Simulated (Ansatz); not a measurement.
The parent structure is MgB2 (space group P6/mmm, No. 191; a = 3.074 Å, c = 3.528 Å).

Structures relaxed with Ansatz (a first-principles code) PBE, scalar-relativistic without spin-orbit coupling.

Base:

Simulated powder pattern, Mo Kα, λ = 0.71073 Å (kinematic, ideal powder, no thermal factors, no anomalous dispersion; the 8 strongest lines at most, above 2 %, up to 2θ = 40°):

```tsv
2θ (°)	I/Imax (%)	hkl
15.34	26	(100)
19.25	100	(101)
23.25	14	(002)
26.73	26	(110)
27.97	11	(102)
33.16	17	(201)
35.72	20	(112)
38.58	9.8	(103)
```

After one change:

Simulated powder pattern, Mo Kα, λ = 0.71073 Å (kinematic, ideal powder, no thermal factors, no anomalous dispersion; the 8 strongest lines at most, above 2 %, up to 2θ = 40°):

| 2θ (°) | I/Imax (%) |
|---|---|
| 15.31 | 26 |
| 19.21 | 100 |
| 23.17 | 14 |
| 26.68 | 26 |
| 27.89 | 11 |
| 33.09 | 17 |
| 35.62 | 20 |
| 38.46 | 9.9 |

**Question.** What was done to the base?
A) pressure 15 GPa
B) pressure −1 GPa
C) pressure 9 GPa
D) pressure 2.1 GPa

**Answer.** B, pressure −1 GPa. Its volume per atom is 9.69 Å³ against 9.62 Å³, and its space group is P6/mmm (No. 191).

Load acts through the strain it causes; cell and atoms are relaxed under it. No phonon test of stability was made. Competing high-pressure phases were not computed. All final runs are without spin polarisation.
